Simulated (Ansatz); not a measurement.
MoS₂ (R3m, No. 160, 3 atoms in the cell; start mp-1434; a measured phase of this formula has another space group)

These are LDA (Ansatz, an electronic-structure program, PAW) values and carry that method's errors.

Run with plane-wave cutoff 520 eV, 12×12×12 k mesh, Fermi–Dirac smearing 0.01 eV, no spin polarisation, scalar-relativistic PAW data made under PBE.

Cell (relaxed at this level):

MoS₂ is taken in the trigonal space group R3m, hexagonal axes (No. 160), Pearson symbol hR3. Cell: a = b = 3.126 Å, c = 17.976 Å, α = β = 90.00°, γ = 120.00°. Mo on 3a has 6 S at 2.380 Å (trigonal prismatic). S1 on 3a has 3 Mo at 2.381 Å (trigonal pyramidal). S2 on 3a sees 3 Mo at 2.380 Å (trigonal pyramidal). (Neighbours: up to the widest gap in distance over summed covalent radii, below 1.35, at either atom; cation-cation and far metal-metal contacts left out.)
(The calculation used a cell of 3 atoms; values per cell refer to that cell.)

```
Item                           Result
--------  ---------------------------
band gap  0.74 eV (on the SCF k mesh)
Γ–Γ gap                       3.12 eV
```

Note: the relaxation could not lower the start's symmetry, so the cell can be a saddle point above a distorted one.

Spin–orbit coupling is not included.

The computed numbers hold no vibrational or temperature effects.

A start named mp-… is a Materials Project structure, which need not be a measured phase.
